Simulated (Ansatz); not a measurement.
Stishovite (SiO2)

Computed with PBE0 (plane waves, PAW; Ansatz, a quantum-chemistry and plane-wave program).

Settings: plane-wave cutoff 500 eV, 6×6×8 k mesh (along the axes of the cell as run), gaussian smearing 0.02 eV, scalar-relativistic PAW data made under PBE.

Cell (relaxed with r²SCAN):

```cif
data_O4Si2
_chemical_formula_sum 'Si2 O4'
_space_group_name_H-M_alt 'P42/mnm'
_space_group_IT_number 136
_space_group_name_Hall '-P 4n 2n'
_cell_length_a 4.18521
_cell_length_b 4.18521
_cell_length_c 2.66884
_cell_angle_alpha 90.000
_cell_angle_beta 90.000
_cell_angle_gamma 90.000
loop_
_atom_site_label
_atom_site_type_symbol
_atom_site_symmetry_multiplicity
_atom_site_Wyckoff_symbol
_atom_site_fract_x
_atom_site_fract_y
_atom_site_fract_z
_atom_site_occupancy
Si1 Si 2 a 0.00000 0.00000 0.00000 1
O1 O 4 f 0.30610 0.30610 0.00000 1
```

band gap: 8.43 eV (on the SCF k mesh)

Note: cell and atoms aren't relaxed at this level (largest force component 0.04 eV/Å, pressure -1.9 GPa).

Static lattice: no zero-point or thermal effects.

Computing time: about 120 core-seconds (a rough figure).
